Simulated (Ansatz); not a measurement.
System: cubic perovskite CsHgBr₃ (idealised or unconfirmed structure). Method: PBEsol-D3(BJ) (PAW; Ansatz, an electronic-structure program).

Run with plane-wave cutoff 520 eV, 10×10×10 k mesh, Fermi–Dirac smearing 0.05 eV, scalar-relativistic PAW data made under PBE.

A third-order Birch–Murnaghan fit to the energies gives V0 = 32.598 Å³/atom, B0 = 32.5 GPa, B′ = 5.3.

```
V (Å³/atom)  P (GPa)
-----------  -------
30.651           [?]
31.303           [?]
31.955           [?]
32.607        -0.009
33.259        -0.619
33.911        -1.157
34.564           [?]
```

Question: Estimate the withheld pressures from this fit; the answers are the runs' own values.

Answer: 
- 30.651, P (GPa): 2.353
- 31.303, P (GPa): 1.466
- 31.955, P (GPa): 0.683
- 34.564, P (GPa): -1.630

The formula P = (3/2) B0 (x^(7/3) − x^(5/3)) [1 + (3/4)(B′ − 4)(x^(2/3) − 1)] with x = V0/V meets the computed pressures within 0.01 GPa when these rounded values are put in.

Note: the relaxation could not lower the start's symmetry, so the cell can be a saddle point above a distorted one.

Spin–orbit coupling is not included; it can open a gap where bands touch, and shift volumes and moduli.

The computed numbers hold no vibrational or temperature effects.
